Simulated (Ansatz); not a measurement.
Start from CrCuO2 (space group R-3m, No. 166; a = 3.0127 Å, c = 17.1117 Å (hexagonal axes); ferromagnetic).

Perturbation: cell and atoms relaxed at a pressure of 5 GPa.

Computed with PBE (Ansatz, an electronic-structure program), no spin-orbit coupling.

Base, band edges from the VBM (valence, conduction): Γ -0.74, 1.45; F -0.16, 1.80; S₂ -0.02, 2.09; S₀ -0.02, 2.09; L -0.41, 1.21; H₀ -0.01, 2.10; H₂ -0.01, 2.10; T -0.24, 1.89 eV.

### Question
Give the band edges at the high-symmetry points of the new zone, measured from its valence-band maximum.

### Answer
```json
[
 {"point": "Γ", "valence edge (eV)": "-0.82", "conduction edge (eV)": "1.36"},
 {"point": "T", "valence edge (eV)": "-0.26", "conduction edge (eV)": "1.83"},
 {"point": "H₂", "valence edge (eV)": "-0.01", "conduction edge (eV)": "2.08"},
 {"point": "H₀", "valence edge (eV)": "-0.01", "conduction edge (eV)": "2.08"},
 {"point": "L", "valence edge (eV)": "-0.37", "conduction edge (eV)": "1.08"},
 {"point": "S₀", "valence edge (eV)": "-0.01", "conduction edge (eV)": "2.07"},
 {"point": "S₂", "valence edge (eV)": "-0.01", "conduction edge (eV)": "2.07"},
 {"point": "F", "valence edge (eV)": "-0.17", "conduction edge (eV)": "1.69"}
]
```

The gap is 1.08 eV, indirect, S₂–F (13 % along) → L.

Load acts through the strain it causes; cell and atoms are relaxed under it. Stability against distortions was not tested. No other phases were tried under pressure. No Hubbard U is applied and the magnetic state is the run's own (CrCuO2 ferromagnetic); small cells can't hold the antiferromagnetic order that many such compounds have, so gaps and moments can be off. Where the two band edges lie in opposite spin channels, the gap is a spin-flip gap.
